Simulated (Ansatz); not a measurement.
Base system: Ti in the hcp (Mg type) structure (space group P6_3/mmc, No. 194; relaxed with 0.1 eV smearing).

```
Ti
1.0
    2.93639     0.00000     0.00000
   -1.46820     2.54299     0.00000
    0.00000     0.00000     4.64022
Ti
2
Direct
  0.66667   0.33333   0.75000
  0.33333   0.66667   0.25000
```

Cartesian axes are those of the cell as printed.

All numbers come from Kohn–Sham DFT with the r2SCAN functional, run in Ansatz (a quantum-chemistry and plane-wave program) with PAW and 500 eV plane waves, scalar-relativistic without spin-orbit coupling.

Perturbation: uniaxial strain ε_zz = +1.00 %, all other strain components held at zero, atoms relaxed at fixed cell.

Task: Predict the stress tensor and what it implies for the stiffness.

Result: Stress of the strained cell less that of the base (GPa, compression positive):
```
   -0.7     0.0     0.0
    0.0    -0.7     0.0
    0.0     0.0    -1.9
```

Then −Δσ_ii/ε with ε = 0.0100 gives relaxed-ion elastic constants: C33 ≈ 192 GPa, C13 ≈ 74 GPa and C23 ≈ 74 GPa.

No phonon test of stability was made. All final runs are without spin polarisation.
